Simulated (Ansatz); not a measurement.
Consider NiSi$_{2}$ (space group Fm-3m, No. 225; a = 5.3886 Å; not spin-polarised; relaxed with 0.1 eV smearing). Axes: x, y, z lie along the cube axes.

Level of theory: r2SCAN, PAW, 500 eV (Ansatz, a program for electronic structure; spin-orbit coupling left out), earlier PAW set.

Before the change:

| Property | Result |
|---|---|
| Pressure | 0.0 GPa |
| Shortest interatomic distance | 2.333 Å |

The change: tensor shear ε_xz = +1.60 % (engineering shear γ = 0.0320), atoms relaxed at fixed cell.

**Question.** Predict the new largest internal atomic displacement.

**Answer.** The largest internal atomic displacement is 0.021 Å.

**Question.** How does this affect the energy relative to the base?

**Answer.** The energy rises by 3.8 meV/atom.

**Question.** What does the calculation give for the pressure after the change?

**Answer.** The pressure (mean of the normal stresses, compression positive) hardly moves (0.0 GPa against 0.1 GPa).

**Question.** Estimate the effect on the shortest interatomic distance.

**Answer.** The shortest interatomic distance falls by 0.0125 Å to 2.321 Å.

The cells carry an imposed strain or load. No phonon test of stability was made. Seeded moments were not kept for the base. All final runs are without spin polarisation.
